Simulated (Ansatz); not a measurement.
Given:

```yaml
crystal:
  lattice:
    - [3.84928, 0.00000, 0.00000]
    - [0.00000, 3.84928, 0.00000]
    - [1.92464, -1.92464, 2.72185]
  atoms:
    - { symbol: Si, position: [0.75000, 0.75000, 0.50000] }
    - { symbol: Si, position: [0.00000, 0.00000, 0.00000] }
```

Space group of this cell: Fd-3m, diamond. The cell is taken as given.

Level of theory: r2SCAN (plane waves, PAW; Ansatz, an electronic-structure program).

The current runs along the normal of the first two printed vectors; no spin-orbit coupling. Scaled by the factor s: the length along the current (ions clamped). The meshes follow the cell: 12×12×12 and 8×8 across at s = 0.97, 12×12×12 and 8×8 across at s = 1.00, 10×10×10 and 8×8 across at s = 1.03.

```tsv
s	mean pressure (GPa)	band gap (eV)
0.97	3.1	0.37
1.00	0.0	0.77
1.03	-2.7	?
```

Task: Take the slope of the band gap against ln s from the two given rows, extrapolate to s = 1.03, and say what the run there gives.

Result: Slope = (0.37 − 0.77) / ln 0.97 = 13.1 eV. The line gives 0.77 + (13.1) × ln 1.03 = 1.16 eV. The run gives 0.66 eV, 0.50 eV under the line, 128 % of the predicted step.
